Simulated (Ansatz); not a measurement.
Start from Cu₂O (space group Pn-3m, No. 224; a = 4.299 Å).

(Cell as relaxed with PBE.)

Levels (all Ansatz, an electronic-structure program, PAW, earlier PAW set): PBE (420 eV, no spin-orbit coupling); r2SCAN (500 eV, without spin-orbit coupling).

Each level relaxes its own structure.

| quantity | PBE | r2SCAN |
|---|---|---|
| volume per atom | 13.24 Å³ | 12.74 Å³ |
| lattice parameter a | 4.299 Å | 4.244 Å |
| band gap | 0.47 eV | 0.79 eV |
| gap character | direct at Γ | direct at Γ |
| electron mass | 0.93 mₑ | 0.94 mₑ |

PBE's volume per atom lies 0.50 Å³ above r2SCAN's (3.9 %); PBE's lattice parameter a lies 0.055 Å above r2SCAN's (1.3 %); PBE's band gap lies 0.32 eV below r2SCAN's; the two agree on the gap character. Neither level is exact; r2SCAN is the comparison here, not a measurement.

Masses are band curvatures over ±0.01 Å⁻¹ around the edge. No phonon test of stability was made. No Hubbard U is applied. All final runs are without spin polarisation.
